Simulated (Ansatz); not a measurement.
For AlB2-type TiB2, rVV10 (Ansatz, an electronic-structure program, plane waves, PAW) gives:

lattice parameter a: 3.031 Å
c axis length: 3.239 Å

**Question.** What does r²SCAN in Ansatz (plane waves, PAW) give for the same quantities?

**Answer.** 
- lattice constant a: 3.025 Å (falls by 0.2 %)
- lattice parameter c: 3.222 Å (drops by 0.5 %)

For comparison: lattice constant a 3.029 Å (measured, 293 K, not corrected to a static lattice; as tabulated in R. G. Munro, J. Res. NIST 105, 709 (2000), Material Properties of Titanium …); lattice parameter c 3.229 Å (measured, 293 K, no zero-point or thermal correction; as tabulated in R. G. Munro, J. Res. NIST 105, 709 (2000), Material Properties of Titanium …).

Changes are worked out from the printed values.

Unless a cell is named, each level is at its own relaxed cell (rVV10 8.59, r²SCAN 8.51 Å³/atom).

The crystal itself was run without spin with r²SCAN; a magnetic state was not tried in these runs.

Ansatz's density-functional and Hartree–Fock values are scalar-relativistic unless marked +SOC, with PAW data made under PBE.
